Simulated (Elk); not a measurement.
# Worked example: self-consistent single point of Ba (Im-3m, 1 atom in the cell) in Elk

Computed with PBE, all-electron FP-LAPW, Elk's shipped species files, default APW+lo basis run with Elk 10.2.4.

Input:

```
tasks
  0

xctype
  20

swidth
  0.00183747

maxscl
  100

scale
  8.378973322

avec
   -0.5773502692    0.5773502692    0.5773502692
    0.5773502692   -0.5773502692    0.5773502692
    0.5773502692    0.5773502692   -0.5773502692

atoms
  1
  'Ba.in'
  1
  0.0000000000  0.0000000000  0.0000000000    0.0 0.0 0.0

ngridk
  12 12 12
```

Log, with long lists cut:

```
│ Elk code version 10.2.4 │

All units are atomic (Hartree, Bohr, etc.)

│ Ground-state run starting from atomic densities │

Lattice vectors :
  -4.837602503       4.837602503       4.837602503
   4.837602503      -4.837602503       4.837602503
   4.837602503       4.837602503      -4.837602503

Unit cell volume      :    452.8459961
Brillouin zone volume :   0.5477584335

Muffin-tin inner radius fraction :   0.1000000000E-01

Nuclei treated as point charges

Species :    1 (Ba)
 parameters loaded from : Ba.in
 name : barium
 nuclear charge    :   -56.00000000
 electronic charge :    56.00000000
 atomic mass :    250331.8069
 muffin-tin radius :    2.800000000
 number of radial points in muffin-tin :    697
 atomic positions (lattice), magnetic fields (Cartesian) :
   1 :   0.00000000  0.00000000  0.00000000    0.00000000  0.00000000  0.00000000

Total number of atoms per unit cell :    1

Spin treatment :
 spin-unpolarised

Number of Bravais lattice symmetries :   48
Number of crystal symmetries         :   48
Crystal has inversion symmetry
Real symmetric eigensolver will be used

k-point grid :     12    12    12
k-point offset :    0.000000000       0.000000000       0.000000000
k-point set is reduced with full crystal symmetry group
Total number of k-points :       72

Muffin-tin radius times maximum |G+k| :    7.000000000
 using average radius
Maximum |G+k| for APW functions       :    2.500000000
Maximum (1/2)|G+k|²                   :    3.125000000
Maximum |G| for potential and density :    12.00000000
 potential will be trimmed for |G| > 2 gkmax
Constant for pseudocharge density :    8
Radial integration step length :    4

G-vector grid sizes :     35    35    35
Number of G-vectors :    13115

Maximum angular momentum used for
 APW functions                      :    8
 outer part of muffin-tin           :    6
 inner part of muffin-tin           :    1

Total nuclear charge    :   -56.00000000
Total core charge       :    36.00000000
Total valence charge    :    20.00000000
Total excess charge     :    0.000000000
Total electronic charge :    56.00000000

Effective Wigner radius, rₛ :    1.245158484

Number of empty states         :    4
Total number of valence states :   14
Total number of core states    :   36

Total number of local-orbitals :   18

Exchange-correlation functional :     20     0     0
 Perdew-Burke-Ernzerhof, Phys. Rev. Lett. 77, 3865 (1996)
 gradient requirement :    1
 generalised gradient approximation (GGA)

Smearing type :    3
 Fermi-Dirac
Smearing width :   0.1837470000E-02
Effective electronic temperature (K) :    580.2271348

Mixing type :    3
 Broyden mixing, J. Phys. A: Math. Gen. 17, L317 (1984)

Kohn-Sham potential initialised from atomic data

│ Self-consistent loop started │
│ Loop number : 1 │
 total energy                :     -8141.81371933
│ Loop number : 2 │
 total energy                :     -8141.80577222
RMS change in Kohn-Sham potential (target) :   0.9120903859E-01 (  0.1000000000E-05)
Absolute change in total energy (target)   :   0.7947118049E-02 (  0.1000000000E-03)
│ Loop number : 3 │
 total energy                :     -8141.50119685
RMS change in Kohn-Sham potential (target) :   0.7759526567E-01 (  0.1000000000E-05)
Absolute change in total energy (target)   :   0.3065621419     (  0.1000000000E-03)
│ Loop number : 4 │
 total energy                :     -8140.57287924
RMS change in Kohn-Sham potential (target) :   0.4194737035E-01 (  0.1000000000E-05)
Absolute change in total energy (target)   :    1.004958144     (  0.1000000000E-03)
│ Loop number : 5 │
 total energy                :     -8139.84031461
RMS change in Kohn-Sham potential (target) :   0.1439672709E-01 (  0.1000000000E-05)
Absolute change in total energy (target)   :   0.9838041722     (  0.1000000000E-03)
│ Loop number : 6 │
 total energy                :     -8139.54874929
RMS change in Kohn-Sham potential (target) :   0.3547274611E-02 (  0.1000000000E-05)
Absolute change in total energy (target)   :   0.5375163613     (  0.1000000000E-03)
│ Loop number : 7 │
 total energy                :     -8139.45215876
RMS change in Kohn-Sham potential (target) :   0.1382411744E-03 (  0.1000000000E-05)
Absolute change in total energy (target)   :   0.2309696251     (  0.1000000000E-03)
│ Loop number : 8 │
 total energy                :     -8139.44873278
RMS change in Kohn-Sham potential (target) :   0.7747295284E-04 (  0.1000000000E-05)
Absolute change in total energy (target)   :   0.6116838301E-01 (  0.1000000000E-03)
│ Loop number : 9 │
 total energy                :     -8139.44542545
RMS change in Kohn-Sham potential (target) :   0.1471891242E-04 (  0.1000000000E-05)
Absolute change in total energy (target)   :   0.1859942609E-01 (  0.1000000000E-03)
│ Loop number : 10 │
 total energy                :     -8139.44545448
RMS change in Kohn-Sham potential (target) :   0.8975780500E-05 (  0.1000000000E-05)
Absolute change in total energy (target)   :   0.4620826437E-02 (  0.1000000000E-03)
│ Loop number : 11 │
 total energy                :     -8139.44522213
RMS change in Kohn-Sham potential (target) :   0.1092042473E-05 (  0.1000000000E-05)
Absolute change in total energy (target)   :   0.1387552916E-02 (  0.1000000000E-03)
│ Loop number : 12 │
 total energy                :     -8139.44520391
RMS change in Kohn-Sham potential (target) :   0.2752144726E-06 (  0.1000000000E-05)
Absolute change in total energy (target)   :   0.3651129482E-03 (  0.1000000000E-03)
│ Loop number : 13 │
 total energy                :     -8139.44520903
RMS change in Kohn-Sham potential (target) :   0.1054686338E-06 (  0.1000000000E-05)
Absolute change in total energy (target)   :   0.8615775369E-04 (  0.1000000000E-03)
Convergence targets achieved

│ Loop number : 14 │

Energies :
 Fermi                       :     0.139637189177
 sum of eigenvalues          :     -5018.43716318
 electron kinetic            :      8687.72784110
 core electron kinetic       :      8423.34989176
 Coulomb                     :     -16628.7969688
 Coulomb potential           :     -13447.2164332
 nuclear-nuclear             :     -527.763962544
 electron-nuclear            :     -18754.8495793
 Hartree                     :      2653.81657305
 Madelung                    :     -9905.18875221
 xc potential                :     -258.948571059
 exchange                    :     -195.353398803
 correlation                 :     -3.02229859567
 electron entropic           :    -0.388082318354E-03
 total energy                :     -8139.44521320

Density of states at Fermi energy :    34.28958604
 (states/Hartree/unit cell)

Estimated indirect band gap :   0.2304063118E-02
 from k-point     45 to k-point     64
Estimated direct band gap   :   0.4751288421E-02
 at k-point     64

Charges :
 core                        :    36.00000000
 valence                     :    20.00000000
 interstitial                :    2.386479383
 muffin-tins (core leakage)
  species :    1 (Ba)
   atom    1                 :    53.61352062     (  0.5267248618E-05)
 total in muffin-tins        :    53.61352062
 total calculated charge     :    55.99843804
 total charge                :    56.00000000
 error                       :   0.1561957818E-02

│ Self-consistent loop stopped │
```

The run converged in 14 iterations. The count includes the last loop, which Elk runs after its targets are met.

The starting cell has typed, rounded lattice constants, without a prior relaxation at this level. Its lattice was rescaled by a random factor within 2.5 % of one. Values depend on the basis (sphere radii, cutoffs, local orbitals), which need not be converged. The log's line on a gap gives a spacing of levels on this mesh, which the program prints for metals too.
